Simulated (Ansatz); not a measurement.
The reference is YRu₃Si₂ (space group P6/mmm, No. 191; a cell from a computed database, its experimental status unchecked).

Space group P6/mmm (No. 191); a = 5.492 Å, b = 5.492 Å, c = 3.610 Å, α = 90.00°, β = 90.00°, γ = 120.00°

| atom | site | symmetry | x | y | z |
|---|---|---|---|---|---|
| Y | 1a | 6/mmm | 0.0000 | 0.0000 | 0.0000 |
| Si | 2c | -6m2 | 0.3333 | 0.6667 | 0.0000 |
| Ru | 3g | mmm | 0.5000 | 0.5000 | 0.5000 |

The other end (x = 1) is YAl$_{2}$Ru$_{3}$ (space group P6/mmm, No. 191; a hypothetical phase, not in the database extracts checked): 16.57 Å³/atom, gap zero; this end may not be an ambient phase.

Level of theory: PBEsol/PAW in Ansatz (an electronic-structure program), scalar-relativistic without spin-orbit coupling.

Al replaces a fraction x of Si; each row is one arrangement (x, atoms in the cell, starting space group or random), fully relaxed.

One change was made to it. Results:

```json
[
 {"quantity": "shortest interatomic distance", "base": "2.403 Å", "after": "2.391 Å"},
 {"quantity": "deviation of the volume from the linear (Vegard-type) interpolation", "base": "–", "after": "+0.1 %"}
]
```

Problem. Which change produced these results?
(A) x(Al) = 0.75, 12 atoms, P-6m2
(B) x(Al) = 0.25, 12 atoms, Pmm2
(C) x(Al) = 0.5, 6 atoms, P-6m2

Solution. B, x(Al) = 0.25, 12 atoms, Pmm2. For comparison, the shortest interatomic distance in the other runs: x(Al) = 0.5, 6 atoms, P-6m2 gives 2.429 Å; x(Al) = 0.75, 12 atoms, P-6m2 gives 2.433 Å.

Each cell is one ordered arrangement of few atoms, which overstates ordering effects compared with a random alloy. Stability against distortions was not tested. The final runs are not spin-polarised. An odd electron count without spin: Y2AlRu6Si3, YRu3Si2, YAl2Ru3 and Y2Al3Ru6Si. YAl2Ru3 and Y2Al3Ru6Si have a high density of states at the Fermi level and may be magnetic at this level.
